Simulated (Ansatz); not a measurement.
Start from Ru in the hcp (Mg type) structure (space group P6_3/mmc, No. 194; relaxed with 0.1 eV smearing).

```
Ru
1.0
    2.72191     0.00000     0.00000
   -1.36096     2.35725     0.00000
    0.00000     0.00000     4.29398
Ru
2
Direct
  0.66667   0.33333   0.75000
  0.33333   0.66667   0.25000
```

The values are results of Ansatz (a first-principles code) PBE, without spin-orbit coupling, not measurements.

Base values:

- Pressure: 0.0 GPa

One thing is altered: the cell is scaled by 0.9750 in all directions, atoms relaxed at fixed cell.

### Question
Estimate the effect on the energy relative to the base and pressure.

### Answer
The energy rises by 83 meV/atom; the pressure (mean of the normal stresses, compression positive) goes from zero to 28.4 GPa.

The cells carry an imposed strain or load. No phonon test of stability was made. All final runs are without spin polarisation.
